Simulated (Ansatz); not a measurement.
A user runs Ansatz (an electronic-structure program) on YCo₂B₄Rh₂ (P4_2mc, 18 atoms in the cell) and asks whether the run is sound. The aim is a self-consistent single point with DFT, PBEsol, plane waves, default PAW files made with PBE.

Cell that was meant: a = 5.2247 Å, b = 5.2247 Å, c = 7.2484 Å, α = 90.00°, β = 90.00°, γ = 90.00°.

Part of the input:

Ansatz 0.2 input:
```yaml
    - [0.000000, 5.224731, 0.000000]
    - [0.000000, 0.000000, 7.248425]
  atoms:
    - { symbol: Y, position: [2.612366, 0.000000, 1.859004] }
    - { symbol: Y, position: [0.000000, 2.612366, 5.483216] }
    - { symbol: Co, position: [3.928998, 2.612366, 0.777684] }
    - { symbol: Co, position: [2.612366, 3.928998, 4.401896] }
    - { symbol: Co, position: [1.295733, 2.612366, 0.777684] }
    - { symbol: Co, position: [2.612366, 1.295733, 4.401896] }
    - { symbol: B, position: [1.755196, 2.612366, 2.933728] }
    - { symbol: B, position: [2.612366, 1.755196, 6.557940] }
    - { symbol: B, position: [3.469535, 2.612366, 2.933728] }
    - { symbol: B, position: [2.612366, 3.469535, 6.557940] }
    - { symbol: B, position: [0.958947, 0.000000, 4.307232] }
    - { symbol: B, position: [0.000000, 0.958947, 0.683019] }
    - { symbol: B, position: [4.265784, 0.000000, 4.307232] }
    - { symbol: B, position: [0.000000, 4.265784, 0.683019] }
    - { symbol: Rh, position: [3.902717, 0.000000, 6.454722] }
    - { symbol: Rh, position: [0.000000, 3.902717, 2.830510] }
    - { symbol: Rh, position: [1.322014, 0.000000, 6.454722] }
    - { symbol: Rh, position: [0.000000, 1.322014, 2.830510] }
basis:
  ecutwfc: 30.9 Ry
kpoints:
```

The program printed (abridged):

```
WARN ansatz: RAYON_NUM_THREADS=1 ignored (pool sized by the plan → 1); use --threads N
Pseudopotentials: kind: paw
   [... lines left out ...]
PAW frozen core: Rh, regenerated for the run's functional, and the local potential with it
Initial density: superposition of atomic densities (neutral atoms: chi_scale 0, normalization atom), corrected by the library's trained network
Initial wavefunctions: pseudopotential atomic-orbital guess
Eigensolver: davidson
Functional: x = pbesol(κ = 0.804, μ = 0.12345679012345678), c = pbesol(β = 0.046)
SCF iter   1: F=—  HF=-54366.274773 eV  |F-HF|=—  |Δ(HF+E_count)|=         —  Δρ=8.87e-2  dr2=1.45e1  ethr=1.77e-3  ⟨swp⟩=6.7  Hψ=12742  notcnv=0
all-band conjugate gradients solve this SCF's bands
preconditioner: auto → LDOS
SCF iter   2: F=—  HF=-54365.221553 eV  |F-HF|=—  |Δ(HF+E_count)|=    1.05e0  S|Δr|=    0.00e0  Δρ=5.37e-2  dr2=4.12e0  ethr=1.77e-3  ⟨swp⟩=3.0  Hψ=6615  notcnv=0  defer=201
   [... lines left out ...]
SCF iter  10: F=—  HF=-54364.233858 eV  |F-HF|=—  |Δ(HF+E_count)|=   5.78e-5  S|Δr|=    0.00e0  Δρ=5.51e-5  dr2=5.00e-6  ethr=1.93e-8  ⟨swp⟩=2.2  Hψ=3711  notcnv=0  defer=188
SCF iter  11: F=—  HF=-54364.233858 eV  |F-HF|=—  |Δ(HF+E_count)|=   1.22e-7  S|Δr|=    0.00e0  Δρ=2.04e-5  dr2=6.10e-7  ethr=2.75e-9  ⟨swp⟩=1.8  Hψ=2903  notcnv=0  defer=188
SCF iter  12: F=-54364.233858 eV  HF=-54364.233858 eV  |F-HF|=6.06e-8  |Δ(HF+E_count)|=   1.64e-8  S|Δr|=    0.00e0  Δρ=7.73e-6  dr2=7.92e-8  ethr=5.49e-11  ⟨swp⟩=12.2  Hψ=14288  notcnv=0
SCF 1 converged in 12 iterations: F = -54364.233858 eV  dr2 = 7.92e-8
Stability not checked (fill_not_monotonic)
Free energy (F): -54364.233858 eV
Internal energy: -54364.227290 eV  (E = F + TS)
E sigma→0 (E₀):  -54364.231669 eV
Entropy (-TS):   -0.006568 eV (-0.365 meV/atom)
Fermi energy:    16.534824 eV
--- Forces (eV/Å), atoms counted from 1 ---
  atom   1  Y    -14.26765637     7.29529488     2.38218461
  atom   2  Y      7.04496364   -14.77020227    -8.56656223
  atom   3  Co   -15.85568195    -1.12309451   -23.70190726
   [... lines left out ...]
  atom  18  Rh     9.66837129    -4.07741471   115.83201596
--- Stress (GPa, compression-positive) ---
      239.682010      -4.321936       1.543748
       -4.321934     240.279039      -4.873114
        1.543754      -4.873118     455.878991
  P = ⅓ Tr σ = 311.9467 GPa (3119.467 kbar)
  The stress holds the Pulay correction. Without it, at fixed plane waves, as pw.x and ABINIT print it: P = 311.0376 GPa
```

Task: Is anything amiss in this input, and did it matter?

Result: The run is not sound. The fault is fractional and Cartesian coordinates mixed up. The same three numbers mean different points as fractional and as Cartesian coordinates. To fix it, make label and numbers agree, by changing either. The run converged in 12 iterations without an error; against the sound input the free energy rises by 10.2 eV/atom, the pressure goes from -10.15 to 311.9 GPa and the largest force goes from 0.270 to 118.8 eV/Å.

On the sound input: the starting cell comes from a database of computed structures (which also holds hypothetical and non-ambient phases and stackings), without a prior relaxation at this level. Its lattice was rescaled by a random factor within 2.5 % of one. Spin polarisation is off. With a pressure of about -10 GPa the cell is away from its equilibrium volume at this level. Ansatz's pressure includes its estimate of the finite-basis (Pulay) stress.
